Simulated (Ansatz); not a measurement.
## Converging the plane-wave cutoff: ScAg2 (I4mm, 3 atoms in the cell)

```xyz
3
Lattice="-1.7744 1.7744 4.4766 1.7744 -1.7744 4.4766 1.7744 1.7744 -4.4766" Properties=species:S:1:pos:R:3 pbc="T T T"
Sc     0.0000     0.0000     0.0500
Ag     0.0000     0.0000     5.9686
Ag     0.0000     0.0000     2.9846
```

Level of theory: PBEsol, default PAW files made with PBE (plane waves; Ansatz, an electronic-structure program).

Base settings: basis.ecutwfc = 30.9 Ry; kpoints.mp_grid.grid = 9 9 9; hamiltonian.xc = pbesol; hamiltonian.pseudopotentials = {kind: paw} (the program's default PAW files); scf.occupations.method = fermi_dirac; scf.occupations.width = 0.0073 Ry.

The second cell is the first with its lattice scaled by 0.98.

The mesh stays at the base's, so the ladder's end is converged at best in this setting alone.

The first pressure column holds Ansatz's estimate of the finite-basis (Pulay) stress, which hides part of the cutoff error; the other is without it.

Only quantities that move along the ladder and can be compared are tabulated.

The count of work is k-points × plane waves × bands × iterations; it is no time. 

The starting cell comes from a database of computed structures (which also holds hypothetical and non-ambient phases and stackings), without a prior relaxation at this level. Its lattice was rescaled by up to half a per cent. One atom was moved a little off its site on purpose. In the base run, with a pressure of about -4 GPa the cell is away from its equilibrium volume at this level.

| basis.ecutwfc | free energy less the last step's (meV/atom) | energy of the compressed cell less the first (meV/atom) | pressure (GPa) | pressure without the Pulay estimate (GPa) | largest difference of a force vector from the last step's (eV/Å) | count of work / last |
|---|---|---|---|---|---|---|
| 10.7 Ry | 53417.52 | -279.30 | -26.53 | -1489.50 | 0.647 | 0.074 |
| 12.5 Ry | 23213.23 | -35.79 | -10.14 | -793.49 | 0.809 | 0.091 |
| 14 Ry | 11206.06 | -12.49 | 0.58 | -446.58 | 0.581 | 0.091 |
| 15.4 Ry | 5390.89 | 37.22 | 4.96 | -248.67 | 0.164 | 0.11 |
| 16.9 Ry | 2358.47 | 22.37 | -0.83 | -128.62 | 0.230 | 0.12 |
| 18.4 Ry | 989.66 | -3.23 | -3.53 | -65.00 | 0.089 | 0.13 |
| 21.7 Ry | 117.33 | -7.75 | -4.03 | -14.27 | 0.010 | 0.15 |
| 24.6 Ry | 12.18 | -7.25 | -3.87 | -5.30 | 0.003 | 0.19 |
| 27.9 Ry | 1.64 | -7.08 | -3.85 | -3.90 | 0.000 | 0.23 |
| 30.9 Ry | 1.20 | -7.10 | -3.85 | -3.88 | 0.000 | 0.26 |
| 33.8 Ry | 0.66 | -7.11 | -3.85 | -3.88 | 0.000 | 0.31 |
| 37.1 Ry | 0.38 | -7.12 | -3.85 | -3.86 | 0.000 | 0.36 |
| 41.5 Ry | 0.31 | -7.11 | -3.85 | -3.86 | 0.000 | 0.41 |
| 46.3 Ry | 0.19 | -7.12 | -3.85 | -3.86 | 0.000 | 0.50 |
| 54 Ry | 0.10 | -7.12 | -3.85 | -3.86 | 0.000 | 0.62 |
| 61.7 Ry | 0.05 | -7.12 | -3.85 | -3.86 | 0.000 | 0.75 |
| 74.2 Ry | 0.00 | -7.12 | -3.85 | -3.86 | 0.000 | 1.0 |

Coarsest basis.ecutwfc that holds the forces within 0.005 eV/Å of the last step, with all finer ones: 24.6 Ry, at 0.19 of the last step's count of work; the step before is off by 0.010 eV/Å.

Coarsest basis.ecutwfc that holds the energy of the compressed cell less the first within 1 meV/atom of the last step, with all finer ones: 21.7 Ry, at 0.15 of the last step's count of work; the step before is off by 3.9 meV/atom.

Coarsest basis.ecutwfc that holds the pressure without the Pulay estimate within 0.5 GPa of the last step, with all finer ones: 27.9 Ry, at 0.23 of the last step's count of work; the step before is off by 1.4 GPa.

The energy difference between the two cells stays within 1 meV/atom of the last step's from 21.7 Ry on, the total only from 33.8 Ry on: much of the error is common to both cells and cancels.

At the lowest cutoff the pressure without the Pulay estimate lies 1490 GPa under the last step's, the usual sign of Pulay stress in an incomplete plane-wave basis.

Keys are those of Ansatz 0.2.
